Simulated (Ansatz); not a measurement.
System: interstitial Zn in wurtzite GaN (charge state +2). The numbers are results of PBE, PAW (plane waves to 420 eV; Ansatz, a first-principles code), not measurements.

72-site cell at the relaxed PBE lattice, one k-point at (0.125, 0.250, 0.250), smearing 0.01 eV, spin-restricted, no finite-size correction. Energies are static. The charge state is imposed; whether it is stable for some Fermi level was not computed. Sites that were not tried may lie lower.

Barriers: single points on a 2×2×2 k-point mesh shifted by half a step along c at the bands' geometries.

Relaxed starting cell (atoms counted from 1):

```xyz
73
Lattice="9.6554 0.0000 0.0000 -4.8277 8.3618 0.0000 0.0000 0.0000 10.4862" Properties=species:S:1:pos:R:3 pbc="T T T"
Ga     1.7273     0.9905     2.4642
Ga     1.6202     0.9325     7.8800
Ga    -0.0008     3.7225     2.6197
Ga    -0.0004     3.7375     7.8962
Ga    -1.6014     6.4954     2.6183
Ga    -1.5889     6.4881     7.8950
Ga     4.8274     0.9149     2.6155
Ga     4.8275     0.9180     7.8451
Ga     3.2072     3.7188     2.6156
Ga     3.2127     3.7158     7.8451
Ga     1.6002     6.4949     2.6186
Ga     1.5880     6.4879     7.8956
Ga     7.9275     0.9913     2.4627
Ga     8.0352     0.9320     7.8805
Ga     6.4466     3.7182     2.6158
Ga     6.4428     3.7159     7.8452
Ga     4.8285     6.3649     2.4662
Ga     4.8271     6.4860     7.8799
Ga    -0.0044     1.9954     5.3590
Ga    -0.0038     1.8677    10.4549
Ga    -1.6132     4.6506     5.2530
Ga    -1.6166     4.6473    10.4879
Ga    -3.1094     7.3713     5.3582
Ga    -3.2172     7.4322    10.4530
Ga     3.2366     1.8752     5.2418
Ga     3.2364     1.8744    10.4276
Ga     1.6033     4.6506     5.2537
Ga     1.6077     4.6473    10.4877
Ga    -0.0048     7.4357     5.2518
Ga    -0.0044     7.4393    10.4879
Ga     6.4114     1.8743     5.2426
Ga     6.4103     1.8744    10.4272
Ga     4.8233     4.6231     5.2414
Ga     4.8232     4.6225    10.4281
Ga     3.0992     7.3709     5.3585
Ga     3.2092     7.4322    10.4534
N      1.5950     0.9264     4.5931
N      1.6101     0.9353     9.8491
N     -0.0046     3.7478     4.5916
N     -0.0046     3.7267     9.8568
N     -1.5921     6.4941     4.5909
N     -1.6076     6.5030     9.8553
N      4.8235     0.9286     4.5839
N      4.8229     0.9234     9.8111
N      3.2092     3.7225     4.5838
N      3.2066     3.7236     9.8113
N      1.5817     6.4933     4.5908
N      1.5985     6.5029     9.8560
N      8.0522     0.9260     4.5947
N      8.0367     0.9352     9.8503
N      6.4365     3.7216     4.5840
N      6.4396     3.7238     9.8112
N      4.8227     6.5181     4.5907
N      4.8232     6.4996     9.8486
N      0.0000     1.8464     1.9749
N     -0.0001     1.8661     7.2710
N     -1.6114     4.6402     1.9769
N     -1.6051     4.6441     7.2164
N     -3.2240     7.4306     1.9694
N     -3.2103     7.4236     7.2707
N      3.2775     1.8909     1.9236
N      3.2146     1.8517     7.2005
N      1.6099     4.6402     1.9769
N      1.6048     4.6438     7.2171
N     -0.0003     7.4312     1.9770
N     -0.0002     7.4233     7.2157
N      6.3777     1.8894     1.9232
N      6.4409     1.8514     7.2009
N      4.8263     4.5702     1.9243
N      4.8278     4.6455     7.2004
N      3.2240     7.4305     1.9715
N      3.2090     7.4230     7.2709
Zn    -0.0045     0.0045     3.8037
```
Cell charge +2.

End state 1 differs by these moves (Å; atoms that move under 0.08 Å are left out):

```csv
atom,element,Δx,Δy,Δz
1,Ga,-0.12,-0.20,0.00
3,Ga,-0.12,0.06,-0.16
9,Ga,0.13,0.06,-0.15
13,Ga,0.11,-0.07,0.16
17,Ga,-0.01,0.14,0.15
19,Ga,-0.11,-0.20,0.00
23,Ga,-0.11,0.04,-0.12
25,Ga,0.09,-0.08,0.12
27,Ga,0.00,0.13,0.10
35,Ga,0.12,0.07,-0.10
57,N,-0.06,0.04,-0.05
59,N,0.01,-0.07,-0.05
61,N,-0.06,-0.03,0.05
67,N,0.06,-0.03,0.05
69,N,0.06,0.11,0.00
73,Zn,1.61,2.78,0.00
```

Task: Predict the forward and backward barriers to end state 1 from PBE, PAW.

Result: forward 0.69 eV, backward 0.69 eV; at the saddle point atom 73 has neighbours Ga at 2.27; N at 1.79, N at 1.88 Å. The program found a first-order saddle point.

End state 2 differs by these moves (Å; atoms that move under 0.08 Å are left out):

```json
[
 {"atom": "1", "element": "Ga", "Δx": "0.00", "Δy": "0.00", "Δz": "0.28"},
 {"atom": "4", "element": "Ga", "Δx": "0.00", "Δy": "0.00", "Δz": "-0.08"},
 {"atom": "6", "element": "Ga", "Δx": "0.00", "Δy": "0.00", "Δz": "-0.08"},
 {"atom": "12", "element": "Ga", "Δx": "0.00", "Δy": "0.00", "Δz": "-0.08"},
 {"atom": "13", "element": "Ga", "Δx": "0.01", "Δy": "0.00", "Δz": "0.28"},
 {"atom": "17", "element": "Ga", "Δx": "0.00", "Δy": "0.00", "Δz": "0.28"},
 {"atom": "19", "element": "Ga", "Δx": "0.00", "Δy": "-0.12", "Δz": "-0.09"},
 {"atom": "20", "element": "Ga", "Δx": "0.00", "Δy": "0.13", "Δz": "-0.12"},
 {"atom": "23", "element": "Ga", "Δx": "-0.10", "Δy": "0.06", "Δz": "-0.09"},
 {"atom": "24", "element": "Ga", "Δx": "0.11", "Δy": "-0.06", "Δz": "-0.12"},
 {"atom": "35", "element": "Ga", "Δx": "0.10", "Δy": "0.06", "Δz": "-0.09"},
 {"atom": "36", "element": "Ga", "Δx": "-0.11", "Δy": "-0.06", "Δz": "-0.12"},
 {"atom": "40", "element": "N", "Δx": "0.00", "Δy": "0.06", "Δz": "-0.06"},
 {"atom": "42", "element": "N", "Δx": "0.05", "Δy": "-0.03", "Δz": "-0.06"},
 {"atom": "48", "element": "N", "Δx": "-0.05", "Δy": "-0.03", "Δz": "-0.06"},
 {"atom": "73", "element": "Zn", "Δx": "0.01", "Δy": "-0.01", "Δz": "-2.61"}
]
```

Task: What forward and backward barriers to end state 2 does PBE, PAW give?

Result: forward 1.27 eV, backward 1.27 eV; at the saddle point atom 73 has neighbours 3 Ga at 2.21; 3 N at 1.99 Å. The program found a first-order saddle point.
